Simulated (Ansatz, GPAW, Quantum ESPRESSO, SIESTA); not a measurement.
**Si2Mo (I4/mmm, 3 atoms in the cell) computed with different codes at matched settings**

Self-consistent single point.

```yaml
crystal:
  lattice:
    - [-1.62424, 1.62424, 3.96203]
    - [1.62424, -1.62424, 3.96203]
    - [1.62424, 1.62424, -3.96203]
  atoms:
    - { symbol: Si, position: [0.66457, 0.66457, 0.00000] }
    - { symbol: Si, position: [0.33543, 0.33543, 0.00000] }
    - { symbol: Mo, position: [0.00000, 0.00000, 0.00000] }
```

All programs got the same cell, k-point mesh and kind of occupations (in Ansatz's words: kpoints.mp_grid.grid = 11 11 11; scf.occupations.method = fermi_dirac; scf.occupations.width = 0.1 eV); potentials, basis and cutoffs are each program's usual ones.

| code | model | pressure (GPa) | largest force (eV/Å) | k-points | cutoff |
|---|---|---|---|---|---|
| Quantum ESPRESSO | PBE, GBRV 1.5 ultrasoft (PBE) pseudopotentials | -5.17 | 0.006 | 126 | 40 Ry |
| GPAW | PBE, GPAW PAW datasets PBE (gpaw-data 1.0.1) | -4.42 | 0.010 | 126 | 550 eV |
| SIESTA | GGA PBE, numerical atomic orbitals TZP, PseudoDojo PBE standard norm-conserving potentials (rewritten from UPF to PSML) | -5.17 | 0.053 | 666 | grid 350 Ry |
| Ansatz | PBE, default PAW files | -4.99 | 0.007 | 126 | default |

The spread over the programs that give each value: pressure within 0.75 GPa; largest force within 0.047 eV/Å.

The starting cell comes from a database of computed structures (which also holds hypothetical and non-ambient phases and stackings), without a prior relaxation at this level. Its lattice was rescaled by a random factor within 2.5 % of one. On Ansatz's run: Spin polarisation is off. In the base run, with a pressure of about -5 GPa the cell is away from its equilibrium volume at this level.

Question: Why do the programs differ, and what cannot be compared?

Answer: Differences of this kind can come from the potentials, where these differ, and from what each basis and cutoff leave unconverged. The zero of total energies and Fermi levels follows the potentials and each program's conventions, so they are not compared here. SIESTA uses small atom-centred bases, whose incompleteness enters pressures, forces and empty levels differently from a plane-wave cutoff. Ansatz's pressure is given at a fixed set of plane waves, as the other plane-wave codes print theirs; with its correction for the finite basis it is -4.95 GPa. The programs reduce the same mesh by symmetry to different extents, which changes the work and not the result.

Left out of this page: ABINIT (with a known weakness of the program); Elk and FLEUR (not drawn, or without a comparable value).

Ansatz is a first-principles code.

Keys are those of Ansatz 0.2.
